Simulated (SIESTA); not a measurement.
## Several settings converged on AlNi (Cmm2, 2 atoms in the cell)

```xyz
2
Lattice="1.9329 -1.9473 0.0000 1.9329 1.9473 0.0000 0.0000 0.0000 3.0901" Properties=species:S:1:pos:R:3 pbc="T T T"
Al     0.0000     0.0000     0.0500
Ni     1.9329     0.0000     1.5451
```

Base method: SIESTA 5.4.2 with GGA PBEsol, numerical atomic orbitals DZP, PseudoDojo PBEsol standard norm-conserving potentials (rewritten from UPF to PSML).

Base settings: XC.functional = GGA; XC.authors = PBEsol; potentials = PseudoDojo PBEsol standard; PAO.BasisSize = DZP; PAO.EnergyShift = 0.01 Ry; MeshCutoff = 350 Ry; kgrid.MonkhorstPack = 6 6 5; OccupationFunction = MP; OccupationMPOrder = 0; ElectronicTemperature = 0.1 eV.

Core times come from one kind of shared machine, to one figure; runs under 30 s give none.

**The k-point mesh**

The second cell is the first with its lattice scaled by 0.98.

Only quantities that move along the ladder and can be compared are tabulated.

```csv
kgrid.MonkhorstPack,free energy less the last step's (meV/atom),energy of the compressed cell less the first (meV/atom),pressure (GPa),largest difference of a force vector from the last step's (eV/Å),core time / last (rough)
2 2 2,71.78,48.29,4.89,0.054,0.2
3 3 3,77.07,33.68,2.55,0.012,0.2
4 4 4,15.28,25.82,0.22,0.024,–
5 5 5,18.36,27.55,0.42,0.002,0.2
6 6 5,-2.58,26.80,0.37,0.005,0.2
7 7 6,2.84,27.64,0.56,0.003,0.2
14 14 12,0.00,27.65,0.54,0.000,1
```

Coarsest kgrid.MonkhorstPack that holds the free energy within 5 meV/atom: not settled: the last two steps still differ by 2.8 meV/atom, over half the tolerance, so the ladder does not show it.

Coarsest kgrid.MonkhorstPack that holds the forces within 0.02 eV/Å of the last step, with all finer ones: 5 5 5, at about 0.2 of the last step's time; the step before is off by 0.024 eV/Å.

Coarsest kgrid.MonkhorstPack that holds the pressure within 1 GPa of the last step, with all finer ones: 4 4 4; the step before is off by 2.0 GPa.

**The k-point mesh at a smearing width of 0.02 eV**

In this ladder: ElectronicTemperature = 0.02 eV.

Only quantities that move along the ladder and can be compared are tabulated.

| kgrid.MonkhorstPack | free energy less the last step's (meV/atom) | pressure (GPa) | largest difference of a force vector from the last step's (eV/Å) | core time / last (rough) |
|---|---|---|---|---|
| 4 4 4 | 16.81 | 0.39 | 0.017 | – |
| 6 6 6 | 0.79 | 0.74 | 0.002 | – |
| 9 9 8 | 0.40 | 0.56 | 0.007 | 0.1 |
| 13 13 12 | 1.47 | 0.61 | 0.000 | 0.3 |
| 19 19 17 | 0.19 | 0.51 | 0.001 | 0.9 |
| 23 23 21 | 0.00 | 0.54 | 0.000 | 1 |

Coarsest kgrid.MonkhorstPack that holds the pressure within 0.1 GPa of the last step, with all finer ones: 9 9 8, at about 0.1 of the last step's time; the step before is off by 0.20 GPa.

Coarsest kgrid.MonkhorstPack that holds the forces within 0.005 eV/Å of the last step, with all finer ones: 13 13 12, at about 0.3 of the last step's time; the step before is off by 0.007 eV/Å.

Coarsest kgrid.MonkhorstPack that holds the free energy within 1 meV/atom of the last step, with all finer ones: 19 19 17; the step before is off by 1.5 meV/atom.

**The k-point mesh at a smearing width of 0.3 eV**

In this ladder: ElectronicTemperature = 0.3 eV.

Only quantities that move along the ladder and can be compared are tabulated.

| kgrid.MonkhorstPack | free energy less the last step's (meV/atom) | pressure (GPa) | largest difference of a force vector from the last step's (eV/Å) | core time / last (rough) |
|---|---|---|---|---|
| 4 4 4 | 9.44 | 0.11 | 0.026 | – |
| 6 6 6 | 2.93 | 0.83 | 0.003 | – |
| 9 9 8 | 0.85 | 0.69 | 0.002 | 0.1 |
| 13 13 12 | 0.19 | 0.69 | 0.000 | 0.2 |
| 19 19 17 | 0.00 | 0.66 | 0.000 | 1 |

Coarsest kgrid.MonkhorstPack that holds the pressure within 0.5 GPa of the last step, with all finer ones: 6 6 6; the step before is off by 0.55 GPa.

Coarsest kgrid.MonkhorstPack that holds the free energy within 5 meV/atom of the last step, with all finer ones: 6 6 6; the step before is off by 9.4 meV/atom.

Coarsest kgrid.MonkhorstPack that holds the forces within 0.01 eV/Å of the last step, with all finer ones: 6 6 6; the step before is off by 0.026 eV/Å.

On the base run: the starting cell comes from a database of computed structures (which also holds hypothetical and non-ambient phases and stackings), without a prior relaxation at this level. Its lattice was rescaled by up to half a per cent. One atom was moved a little off its site on purpose. Spin polarisation is off. Values carry the incompleteness of an atom-centred basis. Without a gap this mesh is coarse (it stands for a supercell whose shortest vector is 15 Å).
